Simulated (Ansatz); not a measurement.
System: O vacancy in monoclinic ZrO2 strained by -1.5 % along x and y, z held (neutral cell). Calculation: PBE, PAW (plane waves to 420 eV; Ansatz, a quantum-chemistry and plane-wave program).

96-site cell at the strained lattice (strain from the relaxed PBE one, atoms relaxed), the Γ point alone, smearing 0.01 eV, spin-restricted, no finite-size correction. Energies are static. The charge state is imposed; whether it is stable for some Fermi level was not computed. Forms of the defect that were not tried may lie lower. The start lies 0.077 eV above the lowest site run (PBE).

Barriers: single points on a 2×2×2 k-point mesh shifted by half a step at the bands' geometries (they differ from the bands' own by up to 0.16 eV, and are uncertain by about as much).

The step: a nearby O atom hops onto the vacant site; the atom moves 2.68 Å along (-0.01, -0.14, -0.48) of the unit cell; the moving atom starts with neighbours O at 2.56, O at 2.58; Zr at 2.02, Zr at 2.06, Zr at 2.18 Å and ends with O at 2.54, O at 2.56; Zr at 2.04, Zr at 2.07, Zr at 2.14 Å.

Task: Predict the migration barrier of this step from PBE, PAW.

Result: 135 kJ/mol, the same both ways. At the saddle the moving atom has neighbours Zr at 1.98, Zr at 2.20, Zr at 2.39 Å. The saddle point's order was not checked.
